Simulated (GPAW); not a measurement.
**Input and output of a self-consistent single point for ScZn3 (P6_3/mmc, 8 atoms in the cell) (GPAW)**

Method: LDA (Perdew-Wang 92), GPAW PAW datasets LDA (gpaw-data 1.0.1) (plane waves; GPAW 25.7.0).

Input:

```python
from ase import Atoms
from ase.units import GPa
from gpaw import GPAW, PW, FermiDirac

atoms = Atoms(['Sc', 'Sc', 'Zn', 'Zn', 'Zn', 'Zn', 'Zn', 'Zn'],
              cell=[[5.806845, 0.000000, 0.000000],
                    [-2.903422, 5.028875, 0.000000],
                    [0.000000, 0.000000, 4.289779]],
              positions=[[-0.000003, 3.352585, 3.217334],
                         [2.903426, 1.676290, 1.072445],
                         [2.903423, 3.446439, 3.217334],
                         [0.000000, 1.582436, 1.072445],
                         [-1.532992, 4.237657, 1.072445],
                         [4.436415, 0.791218, 3.217334],
                         [1.370430, 0.791218, 3.217334],
                         [1.532993, 4.237657, 1.072445]],
              pbc=True)

calc = GPAW(mode=PW(800),
            xc='LDA',
            kpts=(5, 5, 5),
            occupations=FermiDirac(0.05),
            nbands=-12,
            convergence={'density': 1e-05, 'energy': 1e-05},
            symmetry={'symmorphic': False, 'tolerance': 0.0005},
            maxiter=120)

atoms.calc = calc

energy = atoms.get_potential_energy()
print('Energy (eV):', round(energy, 6))
forces = atoms.get_forces()
print('Forces (eV/Ang):')
print(forces.round(5))
stress = atoms.get_stress()
print('Stress (GPa, Voigt):', (stress / GPa).round(4))
```

Log, with long lists cut:

```
Input parameters:
  convergence: {density: 1e-05,
                energy: 1e-05}
  kpts: [5 5 5]
  maxiter: 120
  mode: {ecut: 800.0,
         name: pw}
  nbands: -12
  occupations: {fixmagmom: False,
                name: fermi-dirac,
                width: 0.05}
  symmetry: {symmorphic: False,
             tolerance: 0.0005}

species:
  Sc:
    name: Scandium
    Z: 21.0
    valence: 11
    core: 10
    charge: 0.0
    file: Sc.LDA.gz

    # Using partial waves for Sc as LCAO basis

  Zn:
    name: Zinc
    Z: 30.0
    valence: 12
    core: 18
    charge: 0.0
    file: Zn.LDA.gz

    # Using partial waves for Zn as LCAO basis

Reference energy: -334210.666647  # eV

Spin-paired calculation

Convergence criteria:
 Maximum [total energy] change in last 3 cyles: 1e-05 eV / valence electron
 Maximum integral of absolute [dens]ity change: 1e-05 electrons / valence electron
 Maximum integral of absolute [eigenst]ate change: 4e-08 eV^2 / valence electron
 Maximum number of scf [iter]ations: 120

Symmetries present (total): 24
Symmetries with fractional translations: 12
125 k-points: 5 x 5 x 5 Monkhorst-Pack grid
15 k-points in the irreducible part of the Brillouin zone
       k-points in crystal coordinates                weights
   0:     0.00000000    0.00000000    0.00000000          1/125
   1:     0.00000000    0.00000000    0.20000000          2/125
   2:     0.00000000    0.00000000    0.40000000          2/125
   [... 7 lines left out ...]
          ...
  14:     0.40000000    0.40000000    0.40000000         12/125

Wave functions: Plane wave expansion
  Cutoff energy: 800.000 eV
  Number of coefficients (min, max): 6420, 6529
  Pulay-stress correction: 0.000000 eV/Ang^3 (de/decut=0.000000)

Occupation numbers: Fermi-Dirac:
  width: 0.0500  # eV

Eigensolver

Densities:
  Coarse grid: 40*40*28 grid
  Fine grid: 80*80*56 grid
  Total Charge: 0.000000

Density mixing:
  Method: separate
  Backend: pulay
  Linear mixing parameter: 0.05
  old densities: 5
  Damping of long wavelength oscillations: 50

Hamiltonian:
  XC and Coulomb potentials evaluated on a 80*80*56 grid
  External potential:
    NoExternalPotential

Number of atoms: 8
Number of atomic orbitals: 80
Number of bands in calculation: 59
Number of valence electrons: 94
Bands to converge: occupied

Density initialized from atomic densities
  59 bands from LCAO basis set

Atomic positions and initial magnetic moments

Positions:
   0 Sc    -0.000003    3.352585    3.217334    ( 0.0000,  0.0000,  0.0000)
   1 Sc     2.903426    1.676290    1.072445    ( 0.0000,  0.0000,  0.0000)
   2 Zn     2.903423    3.446439    3.217334    ( 0.0000,  0.0000,  0.0000)
   3 Zn     0.000000    1.582436    1.072445    ( 0.0000,  0.0000,  0.0000)
   4 Zn    -1.532992    4.237657    1.072445    ( 0.0000,  0.0000,  0.0000)
   5 Zn     4.436415    0.791218    3.217334    ( 0.0000,  0.0000,  0.0000)
   6 Zn     1.370430    0.791218    3.217334    ( 0.0000,  0.0000,  0.0000)
   7 Zn     1.532993    4.237657    1.072445    ( 0.0000,  0.0000,  0.0000)

Unit cell:
           periodic     x           y           z      points  spacing
  1. axis:    yes    5.806845    0.000000    0.000000    40     0.1257
  2. axis:    yes   -2.903422    5.028875    0.000000    40     0.1257
  3. axis:    yes    0.000000    0.000000    4.289779    28     0.1532

  Lengths:   5.806845   5.806845   4.289779
  Angles:   90.000000  90.000000 119.999997

Effective grid spacing dv^(1/3) = 0.1409

     iter     time        total  log10-change:
                         energy   eigst   dens
iter:   1 --:--:--   -25.861205
iter:   2 --:--:--   -25.980848   +0.09  -1.48
iter:   3 --:--:--   -24.996592   -0.47  -1.51
iter:   4 --:--:--   -25.304569   -0.76  -1.68
iter:   5 --:--:--   -25.212457   -1.56  -1.85
iter:   6 --:--:--   -25.013476   -1.58  -2.09
   [... 8 lines left out ...]
iter:  15 --:--:--   -24.886830   -4.25  -3.36
iter:  16 --:--:--   -24.885512   -3.74  -3.38
iter:  17 --:--:--   -24.886967   -3.80  -3.43
iter:  18 --:--:--   -24.885476   -4.28  -3.45
iter:  19 --:--:--   -24.885505   -4.96  -3.80
iter:  20 --:--:--   -24.885455c  -5.08  -3.85
iter:  21 --:--:--   -24.885427c  -5.18  -3.83
iter:  22 --:--:--   -24.885381c  -4.86  -3.83
iter:  23 --:--:--   -24.885274c  -5.58  -3.84
iter:  24 --:--:--   -24.885081c  -4.99  -3.85
iter:  25 --:--:--   -24.884978c  -4.93  -3.90
   [... 2 lines left out ...]
iter:  28 --:--:--   -24.884983c  -5.77  -4.26
iter:  29 --:--:--   -24.884984c  -6.38  -4.58
iter:  30 --:--:--   -24.884984c  -6.49  -4.79
iter:  31 --:--:--   -24.884983c  -6.68  -4.85
iter:  32 --:--:--   -24.884987c  -6.34  -4.88
iter:  33 --:--:--   -24.884986c  -6.75  -5.05c
iter:  34 --:--:--   -24.884984c  -6.79  -5.11c
iter:  35 --:--:--   -24.884988c  -6.71  -5.17c
iter:  36 --:--:--   -24.884988c  -6.90  -5.45c
iter:  37 --:--:--   -24.884986c  -6.94  -5.49c
iter:  38 --:--:--   -24.884986c  -7.10  -5.57c
iter:  39 --:--:--   -24.884986c  -7.13  -5.54c
iter:  40 --:--:--   -24.884986c  -7.23  -5.62c
iter:  41 --:--:--   -24.884986c  -7.28  -5.68c
iter:  42 --:--:--   -24.884986c  -7.34  -5.75c
iter:  43 --:--:--   -24.884986c  -7.53c -6.02c

Converged after 43 iterations.

Dipole moment: (-0.000000, 0.000000, -0.000000) |e|*Ang

Energy contributions relative to reference atoms: (reference = -334210.666647)

Kinetic:        -21.476623
Potential:      +31.191042
External:        +0.000000
XC:             -34.778550
Entropy (-ST):   -0.031444
Local:           +0.194867
SIC:             +0.000000
--------------------------
Free energy:    -24.900708
Extrapolated:   -24.884986

Showing only first 2 kpts
 Kpt  Band  Eigenvalues  Occupancy
  0    45      5.57420    2.00000
  0    46      7.79416    0.00000
  0    47      7.79417    0.00000
  0    48      7.87736    0.00000

  1    45      5.30389    2.00000
  1    46      7.02410    0.00141
  1    47      7.02414    0.00141
  1    48      7.16284    0.00009

Fermi level: 6.66129

No gap
No difference between direct/indirect transitions
Energy (eV): -24.884986

Forces in eV/Ang:
  0 Sc   -0.00000   -0.00000    0.00000
  1 Sc    0.00000    0.00000    0.00000
  2 Zn    0.00000    0.02133    0.00000
  3 Zn   -0.00000   -0.02133    0.00000
  4 Zn   -0.01847    0.01066    0.00000
  5 Zn    0.01847   -0.01066    0.00000
  6 Zn   -0.01847   -0.01066   -0.00000
  7 Zn    0.01847    0.01066   -0.00000

Stress tensor:
     0.021946    -0.000000     0.000000
    -0.000000     0.021946     0.000000
     0.000000     0.000000     0.025661
Stress (GPa, Voigt): [ 3.5161  3.5161  4.1113  0.      0.     -0.    ]
```

The run converged in 43 iterations. GPAW prints stress with tension positive.

The starting cell comes from a database of computed structures (which also holds hypothetical and non-ambient phases and stackings), without a prior relaxation at this level. Its lattice was rescaled by a random factor within 2.5 % of one. With a pressure of about -4 GPa the cell is away from its equilibrium volume at this level.

Cost on one core of a shared machine: roughly 3 min.
